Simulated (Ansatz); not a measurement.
Base system: YN in the rock salt structure (space group Fm-3m, No. 225).

```
CELL_PARAMETERS angstrom
      0.00000     2.42808     2.42808
      2.42808     0.00000     2.42808
      2.42808     2.42808     0.00000
ATOMIC_POSITIONS crystal
  Y  0.00000 0.00000 0.00000
  N  0.50000 0.50000 0.50000
```

Cartesian axes are those of the cell as printed.

Method: Kohn–Sham DFT with the PBEsol functional, run in Ansatz (an electronic-structure program) with PAW and 420 eV plane waves, scalar-relativistic without spin-orbit coupling.

Before the change:

| Item | Result |
|---|---|
| Band gap | 0.08 eV |
| Pressure | 0.0 GPa |

It is then changed as follows: strain tensor (xx, yy, zz, yz, xz, xy) = (+1.37, +0.89, +1.29, +1.32, −0.58, +1.78) %, atoms relaxed at fixed cell.

Estimate the effect on the band gap.

The band gap goes from 0.08 eV to zero.

What does the calculation give for the energy relative to the base after the change?

The energy grows by 21 meV/atom.

How does this affect the pressure?

The pressure (mean of the normal stresses, compression positive) goes from zero to -5.6 GPa.

Stability against distortions was not tested. The base started in P3_121 and relaxed to Fm-3m at this level. All final runs are without spin polarisation. Gaps under 0.05 eV, about the width of the smearing, are given as zero. A zero or small gap of YN can be the functional's error rather than a property of the material.
